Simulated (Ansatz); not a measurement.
Consider interstitial Li in silicon strained by +1.5 % along x and y, z held, charge state +1. All values below come from PBE, PAW (plane waves to 420 eV; Ansatz, a program for electronic structure).

Cell of 64 host sites held at the strained lattice (strain from the relaxed PBE one, atoms relaxed); a 2×2×2 k-point mesh shifted by half a step; Fermi-Dirac width 0.01 eV, spin-restricted; finite-size errors left in. Static, classical nuclei. The charge state is imposed; whether it is stable for some Fermi level was not computed. Sites that were not tried may lie lower.

The step: Li moves alone to another site; the atom moves 2.38 Å along (0.25, 0.25, 0.25) of the unit cell; the moving atom starts with neighbours 4 Si at 2.47, 2 Si at 2.76, 4 Si at 2.79 Å and ends with 4 Si at 2.47, 2 Si at 2.76, 4 Si at 2.79 Å. On the band's own sampling the forward barrier is 0.55 eV. Harmonic modes of the moving Li atom alone, all others held, come from finite differences of 0.015 Å. The saddle point's order was not checked, and it lies on a symmetry element of the cell, where a band can be held.

Task: Which three frequencies does the atom have at the start and at the saddle point?

Result: start 10.9, 10.9, 11.3 THz; saddle point 7.2i, 16.8 and 17.2 THz.

Task: What attempt frequency and zero-point change of the barrier follow from these modes alone, and what classical rate at 1000 K?

Result: ν = (10.9 × 10.9 × 11.3) / (16.8 × 17.2) ≈ 4.7 THz. The zero-point energy changes the barrier by h/2 × (34.0 − 33.1) THz = 0.002 eV. The classical rate is ν exp(−0.55/0.0862) ≈ 8e9 s⁻¹. One atom's modes give a rough prefactor, not that of the whole cell.
